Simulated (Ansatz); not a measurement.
Cells marked so need not be the phases stable at ambient conditions, and some may be hypothetical.

No gap correction and no spin-orbit coupling; mid-gap values are interpolated between computed energies.

A. Cs2NaScF6 (Fm-3m, not sure to be the ambient phase, 10 atoms a cell, 18.2 Å³ an atom, -3 GPa at this level), along the normal of (001)
B. RuS$_{2}$ (Pa-3, not sure to be the ambient phase, 12 atoms a cell, 14.9 Å³ an atom), along the normal of (001)
C. LiTaF6 (R-3, not sure to be the ambient phase, 8 atoms a cell, 13.1 Å³ an atom), along the normal of (001)

Problem. Rank these by mid-gap decay constant of the slowest evanescent state (lowest first), as r2SCAN (Ansatz, an electronic-structure program) gives it.

Solution. B (0.20 1/Å), A (0.53 1/Å), C (0.63 1/Å)
